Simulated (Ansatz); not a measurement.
The parent structure is Ba in the bcc (W type) structure (space group Im-3m, No. 229; a = 4.882 Å; relaxed with 0.1 eV smearing). Axes: x, y, z lie along the cube axes.

All numbers come from PBEsol (Ansatz, an electronic-structure program), no spin-orbit coupling.

Base values:

The band gap is zero.

The change: biaxial strain −0.50 %, plane normal [001], relaxed out of plane (Cartesian); in-plane vectors clamped, the third vector and the atoms free.

Question: Predict the new out-of-plane strain and band gap.

Answer: The out-of-plane strain amounts to +0.66 %; the band gap remains zero.

Stability against distortions was not tested.
